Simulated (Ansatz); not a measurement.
Response to strain in SnS

Base system: SnS in the GeS type structure (space group Pnma, No. 62; a = 11.155 Å, b = 4.000 Å, c = 4.261 Å). Axes: x, y, z lie along a, b, c of the conventional cell.

Strains are applied to the cell and any free atomic positions relax; under biaxial strain the out-of-plane vector relaxes too.

Computed with Kohn–Sham DFT with the PBE-D3(BJ) functional, run in Ansatz (a quantum-chemistry and plane-wave program) with PAW and 420 eV plane waves, no spin-orbit coupling.

```json
[
 {"biaxial strain, plane normal [001], relaxed out of plane (%)": "-2.2", "out-of-plane strain (%)": "3.32"},
 {"biaxial strain, plane normal [001], relaxed out of plane (%)": "-0.58", "out-of-plane strain (%)": "?"},
 {"biaxial strain, plane normal [001], relaxed out of plane (%)": "-0.42", "out-of-plane strain (%)": "0.58"},
 {"biaxial strain, plane normal [001], relaxed out of plane (%)": "-0.26", "out-of-plane strain (%)": "0.36"},
 {"biaxial strain, plane normal [001], relaxed out of plane (%)": "0", "out-of-plane strain (%)": "0.00"}
]
```

Question: Fit ε⊥ = −νε + γε² (strains in %) to the rows shown and predict the withheld row.

Answer: Least squares on the printed values gives ν = 1.36 (the biaxial Poisson response) and γ = 0.070 (largest residual 0.00 %); this predicts 0.81 %, and the run gives 0.81 %, in agreement.

Whether these cells are dynamically stable was not tested.
